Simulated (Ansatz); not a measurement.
The parent structure is Mn₃SiN in the anti-perovskite structure (space group Pm-3m, No. 221; a = 3.677 Å; ferromagnetic; a hypothetical phase, not in the database extracts checked).

Structures relaxed with DFT with PBEsol, PAW potentials and a 420 eV plane-wave cutoff in Ansatz (a program for electronic structure), without spin-orbit coupling.

Base:

Simulated powder pattern, Cu Kα1, λ = 1.54056 Å (kinematic, ideal powder, no thermal factors, no anomalous dispersion; the 10 strongest lines at most, above 2 %, up to 2θ = 90°):

```tsv
2θ (°)	I/Imax (%)	hkl
24.19	18	(100)
42.55	100	(111)
49.54	60	(200)
55.87	5.4	(210)
72.68	34	(220)
88.03	32	(311)
```

Now apply this change: every lattice vector is stretched by 3.47 %; the atoms relax in the strained cell.

After the change:

Simulated powder pattern, Cu Kα1, λ = 1.54056 Å (kinematic, ideal powder, no thermal factors, no anomalous dispersion; the 10 strongest lines at most, above 2 %, up to 2θ = 90°):

```
2θ (°)  I/Imax (%)    hkl
------  ----------  -----
23.36           18  (100)
41.06          100  (111)
47.78           60  (200)
53.84          5.6  (210)
69.87           34  (220)
84.37           32  (311)
89.08           12  (222)
```

The indices refer to the base's conventional cell; one index is shown for lines that coincide.

Other magnetic orders, which the real material may have, were not ruled out. Stability against distortions was not tested.
